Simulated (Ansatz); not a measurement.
Base system: InAs in the zinc blende structure (space group F-43m, No. 216; a = 6.110 Å).

Computed with r2SCAN (Ansatz, an electronic-structure program), no spin-orbit coupling.

Base values:

The band gap is 0.08 eV and the pressure is 0.0 GPa.

One thing is altered: an isotropic linear strain of +3.00 %, atoms relaxed at fixed cell.

Problem. What happens to the band gap and pressure?

Solution. The band gap becomes zero (base: 0.08 eV); the pressure goes from zero to -4.1 GPa.

The mesh was chosen for an insulator and is coarse for the gapless case. Whether these cells are dynamically stable was not tested. All final runs are without spin polarisation. A zero or small gap of InAs can be the functional's error rather than a property of the material.
